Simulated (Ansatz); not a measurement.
Structures of equal composition on the (000-1) surface of 4H silicon carbide (C plane on top): (√3x√3)R30° Si adatom at H3; (√3x√3)R30° Si adatom at T4. The slabs share one bottom face, and each structure is named by its start. These are constructed structures in small cells; real faces may alloy, dewet or reconstruct in larger ones, and not all known structures of the face are among them. Slabs of about 11 Å, Fermi-Dirac smearing of 0.025 eV. Bottom of the slabs: H caps. Relaxed from the named starts with such symmetry as they have, on meshes of like density; energies extrapolated to zero smearing; spin only where a row says so; no spin-orbit coupling, no U. Brackets mark spin-polarised runs, whose order is one that fits the cell. Where a second, spin-polarised start was run, the lower counts.

These are r2SCAN, at the PBE geometry (plane waves to 500 eV, PAW; Ansatz, a quantum-chemistry and plane-wave program) values and carry that method's errors.

Question: Rank these by energy per 1x1 cell (lowest first), as r2SCAN, at the PBE geometry gives it.

Answer: (√3x√3)R30° Si adatom at H3 (0.000 eV [spin, 1.0 μB a cell], gap 1.15 eV on the mesh), (√3x√3)R30° Si adatom at T4 (0.053 eV [spin, 1.0 μB a cell], gap 0.97 eV on the mesh)
